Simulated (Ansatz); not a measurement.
Take Zr in the hcp (Mg type) structure (space group P6_3/mmc, No. 194; relaxed with 0.1 eV smearing) as the base.

```xyz
2
Lattice="3.2443 0.0000 0.0000 -1.6222 2.8097 0.0000 0.0000 0.0000 5.1580" Properties=species:S:1:pos:R:3 pbc="T T T"
Zr     0.0000     1.8731     3.8685
Zr     1.6222     0.9366     1.2895
```

Cartesian axes are those of the cell as printed.

Calculations: r2SCAN (Ansatz, a first-principles code, PAW, without spin-orbit coupling).

Base values:

```
Item                            Result
-----------------------------  -------
Shortest interatomic distance  3.187 Å
Pressure                       0.0 GPa
Band gap                          zero
```

Perturbation: tensor shear ε_xz = −0.76 % (engineering shear γ = -0.0152), atoms relaxed at fixed cell.

### Question
How does this affect the energy relative to the base, shortest interatomic distance, pressure and band gap?

### Answer
The energy grows by 0.5 meV/atom; the shortest interatomic distance decreases by 0.0199 Å (3.187 Å → 3.168 Å); the pressure (mean of the normal stresses, compression positive) stays 0.0 GPa; the band gap stays zero.

The cells carry an imposed strain or load. Whether these cells are dynamically stable was not tested. The final runs are not spin-polarised.
